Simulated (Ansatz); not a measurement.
Levels about the gap of amorphous Ta18O40 (58 atoms in a cell of 819 Å³, 7.90 g/cm³; zone centre alone, so wide bands show as single levels with stretches between that a denser mesh fills), at the geometry that PBE relaxed, where it gives 0.4 GPa on a denser mesh. The participation number counts the atoms over which a state spreads; weights are charges in smoothed Voronoi cells. The levels come from a single point, so bond lengths are those of that geometry. Method of the levels: PBE, scalar-relativistic without spin-orbit coupling (Ansatz, a quantum-chemistry and plane-wave program). Sampling: the zone centre alone; Fermi-Dirac width 0.02 eV; no spin polarisation. The usual formal charges leave 10 electrons over, so the level spacing at the Fermi energy parts defect or band states and needn't be the band gap.

Preparation: random packing, a CHGNet melt and quench, and a DFT relaxation. O atoms were pushed apart under 1.9 Å during the dynamics, to hinder bonds among them. The hot cell started wider than the set density and was brought back towards it in steps. It is the lowest in DFT energy of 2 quenches. It is a model cell: composition and starting density were chosen by hand, and all elements were melted together. No dispersion term was used. Its density started from a set value of 7.90 and ended at 7.90 g/cm³. The quench (nominally 240 K/ps over its main leg) was far faster than any real one, so the model tends to hold more defects than a real film. One small periodic cell is one sample of the glass; other quenches scatter about these values. The volume was held where the preparation left it, at a PBE pressure of 0.4 GPa. Stress components on the final sampling reach 3.2 GPa. On a 2×2×2 Γ-centred mesh force components of up to 0.26 eV/Å stay, since the relaxation ran on the zone centre alone.

```tsv
E - E(highest filled), eV	filling	participation number	largest on	weight O	weight Ta
-2.74	filled	10.0	O, 3 neighbours	0.96	0.04
-2.65	filled	10.5	O, 3 neighbours	0.95	0.05
-1.19	filled	11.9	Ta, 5 neighbours	0.39	0.61
-0.54	filled	5.8	Ta, 6 neighbours	0.31	0.69
-0.29	filled	10.5	Ta, 6 neighbours	0.36	0.64
-0.14	filled	12.1	Ta, 5 neighbours	0.36	0.64
0.00	filled	17.8	Ta, 6 neighbours	0.41	0.59
0.82	empty	27.1	Ta, 5 neighbours	0.34	0.66
0.89	empty	13.8	Ta, 6 neighbours	0.34	0.66
0.99	empty	24.7	Ta, 6 neighbours	0.33	0.67
1.05	empty	21.2	Ta, 4 neighbours	0.34	0.66
1.09	empty	22.7	Ta, 6 neighbours	0.34	0.66
1.21	empty	17.5	Ta, 6 neighbours	0.36	0.64
1.23	empty	26.1	Ta, 5 neighbours	0.34	0.66
```

Most localised among these is the filled level at -0.54 eV, on a Ta atom, which has 6 neighbours (O 2.00 Å, O 2.06 Å, O 2.13 Å, O 2.21 Å, O 2.23 Å, Ta 2.74 Å).
